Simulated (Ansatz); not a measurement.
# TaO₂ (P4₂/mnm, No. 136, 6 atoms in the cell; start mp-20994)

Method: PBEsol (PAW; Ansatz, an electronic-structure program).

Numerical settings: plane-wave cutoff 520 eV, 12×12×20 k mesh (along the axes of the cell as run), Fermi–Dirac smearing 0.05 eV, scalar-relativistic PAW data made under PBE.

Cell (relaxed at this level):

```xyz
6
Lattice="4.9514 0.0000 0.0000 0.0000 4.9514 0.0000 0.0000 0.0000 2.8504" Properties=species:S:1:pos:R:3 pbc="T T T"
Ta     0.0000     0.0000     1.4252
Ta     2.4757     2.4757     0.0000
O      3.5331     1.4183     1.4252
O      1.4183     3.5331     1.4252
O      1.0574     1.0574     0.0000
O      3.8940     3.8940     0.0000
```

```json
{
  "band_gap": "none",
  "bulk_modulus": "273 GPa"
}
```

Note: the relaxation could not lower the start's symmetry, so the cell can be a saddle point above a distorted one; the bulk modulus is −V dP/dV from two relaxed cells at ±2 % in volume.

Spin–orbit coupling is not included; it can open a gap where bands touch, and shift volumes and moduli.

A start named mp-… is a Materials Project structure, which need not be a measured phase.
